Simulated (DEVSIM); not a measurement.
Structure: Au/SiO2/n-Si capacitor, at 250 K.

```csv
layer (left to right),material,thickness (nm),Nd (cm⁻³)
1,SiO2,1.60,-
2,Si,2300,6.1e16
```

Metal gate on the left, work function 5.1 eV. Fixed charge at the semiconductor interface -2.5e10 cm⁻² (in units of +e); interface traps 2.5e10 cm⁻² eV⁻¹, uniform in energy, neutral level at 0.3 of the gap above the valence band.

Constants are typed, rounded textbook-type inputs, not results; the design itself was drawn at random and stands for no fabricated device. Values at 300 K; Nc and Nv go as T^1.5, mobilities as T to minus their exponent, the gap by Varshni's rule with the affinity fixed.

```csv
parameter,SiO2,Si
gap (eV),9,1.124
affinity (eV),0.9,4.05
permittivity,3.9,11.7
Nc (cm⁻³),-,2.86e19
Nv (cm⁻³),-,3.1e19
Varshni α (eV/K),-,0.000473
Varshni β (K),-,636
```

Simulated with DEVSIM: 1D Poisson equation in equilibrium, Boltzmann statistics, complete ionisation; no quantum confinement or tunnelling. Metal contacts follow the ideal Schottky-Mott rule: no Fermi-level pinning, no interface dipoles.

Base results: capacitance of the dielectric stack (μF/cm²) 2.16; threshold voltage (band bending 2φF) (V) -0.02; minimum of the low-frequency capacitance (μF/cm²) 0.0835; flat-band voltage (V) 0.93.

### Question
What follows from this one change: interface trap density 2.5e+10 → 1e+10 cm^-2 eV^-1?

### Answer
capacitance of the dielectric stack little changed (2.16 μF/cm²); threshold voltage (band bending 2φF) little changed (-0.02 V); minimum of the low-frequency capacitance 0.0835 → 0.0812 μF/cm²; flat-band voltage little changed (0.93 V).

### Question
What follows from this one change: SiO2 thickness 0.0016 → 0.0014 μm?

### Answer
capacitance of the dielectric stack 2.16 → 2.47 μF/cm²; threshold voltage (band bending 2φF) little changed (-0.01 V); minimum of the low-frequency capacitance little changed (0.0837 μF/cm²); flat-band voltage little changed (0.93 V).

### Question
What follows from this one change: substrate doping 6.1e+16 → 1.2e+17 cm^-3?

### Answer
capacitance of the dielectric stack little changed (2.16 μF/cm²); threshold voltage (band bending 2φF) -0.02 → -0.06 V; minimum of the low-frequency capacitance 0.0835 → 0.114 μF/cm²; flat-band voltage 0.93 → 0.94 V.

### Question
What follows from this one change: fixed charge -2.5e+10 → -4.825e+12 cm^-2?

### Answer
capacitance of the dielectric stack little changed (2.16 μF/cm²); threshold voltage (band bending 2φF) -0.02 → 0.34 V; minimum of the low-frequency capacitance little changed (0.0849 μF/cm²); flat-band voltage 0.93 → 1.28 V.
